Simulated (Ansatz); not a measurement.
Functionals compared on a constructed model of the (0001) surface of hcp Os, a pseudomorphic layer of Ir in the host's stacking (bottom of the slab: a bare face, its two planes held), in Ansatz (plane waves, PAW). The structure was relaxed with PBE; the other rows are single points on it. Cutoff 420 eV (500 eV for r2SCAN).

Set-up: 7 atoms, 13.4 Å thick at the start; mesh 16x16x1; 0.1 eV smearing; dipole correction on; 2 atoms held, the rest relaxed; held to the start's symmetry, so lower structures may exist; no spin, no spin-orbit, no U. It is one candidate, not shown to be the stable structure of the face. These notes are the PBE run's.

```
functional  work function of the top face (eV)          rough cost of the single point
----------  ----------------------------------  --------------------------------------
PBE                                       5.41                                       –
RPBE                                (withheld)          around 29 core-seconds (rough)
r2SCAN                                    5.44  about 60 core-seconds (a rough figure)
```

Question: Fill in the missing entries.

Answer: 
- RPBE, work function of the top face (eV): 5.25

Ansatz is a program for electronic structure.
